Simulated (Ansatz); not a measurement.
Functionals compared on a O vacancy (middle of the slab) in a 2x1 cell of the 1x1 (100) surface of monoclinic ZrO2 (cut with top plane 2 O), in Ansatz (plane waves, PAW). The structure was relaxed with PBE; the other rows are single points on it, each with its references at the same level. Cutoff 420 eV (500 eV for r2SCAN). The points keep PBE's geometry, so the relaxation of a polaron and the settling of charge on one site are left out. HSE06 used the coarser mesh 2x3x1.

Host crystal: monoclinic ZrO2, with a band gap (PBE, scalar-relativistic without spin-orbit coupling).

Set-up: 47 atoms, 9.4 Å thick at the start (thin: gaps and levels are the slab's own); mesh 2x4x1; 0.01 eV smearing; dipole correction on; 4 atoms held, the rest relaxed; no symmetry held; spin-polarised from one start with parallel moments (other orders not tried), no spin-orbit, no U. The starting moment vanished. These notes are the PBE run's. r2SCAN: The program's check for a lower electronic state was not made. HSE06: The program's check for a lower electronic state was not made.

A dash marks a value that is undefined for that row or was read on another mesh.

```
functional  formation energy (eV)  gap of the slab on its k-mesh (eV)  highest filled level below the top vacuum level (eV)  magnetic moment of the cell (μB)
----------  ---------------------  ----------------------------------  ----------------------------------------------------  --------------------------------
PBE                          6.05                                0.73                                                  4.63                              0.00
r2SCAN                       6.56                                0.99                                                  4.77                              0.00
HSE06                  (withheld)                                   –                                                     –                              0.00
```

Task: Some entries are withheld; supply them.

Result: 
- HSE06, formation energy (eV): 6.35

Ansatz is a first-principles code.
